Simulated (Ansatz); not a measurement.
## ScPt: response to strain

Base system: ScPt in the CsCl type structure (space group Pm-3m, No. 221; relaxed with 0.1 eV smearing).

```
ScPt
1.0
    3.25998     0.00000     0.00000
    0.00000     3.25998     0.00000
    0.00000     0.00000     3.25998
Sc Pt
1 1
Cartesian
  1.62999   1.62999   1.62999
  0.00000   0.00000   0.00000
```

Cartesian axes are those of the cell as printed.

Strains are applied to the cell and any free atomic positions relax; under biaxial strain the out-of-plane vector relaxes too.

Computed with Kohn–Sham DFT with the PBEsol functional, run in Ansatz (an electronic-structure program) with PAW and 420 eV plane waves, no spin-orbit coupling.

Candidates:
(a) biaxial strain −4.05 %, plane normal [111], relaxed out of plane
(b) isotropic strain +5.60 %
(c) uniaxial strain ε_zz = −1.06 %
(d) biaxial strain +0.35 %, plane normal [110], relaxed out of plane

Notes on the quantities. energy relative to the base: free energy F.

**Question.** Order them by energy relative to the base, lowest first.

**Answer.** (d) biaxial strain +0.35 %, plane normal [110], relaxed out of plane (+0.3 meV/atom), (c) uniaxial strain ε_zz = −1.06 % (+1.1 meV/atom), (a) biaxial strain −4.05 %, plane normal [111], relaxed out of plane (+43 meV/atom), (b) isotropic strain +5.60 % (+191 meV/atom)

Whether these cells are dynamically stable was not tested. The final runs are not spin-polarised.
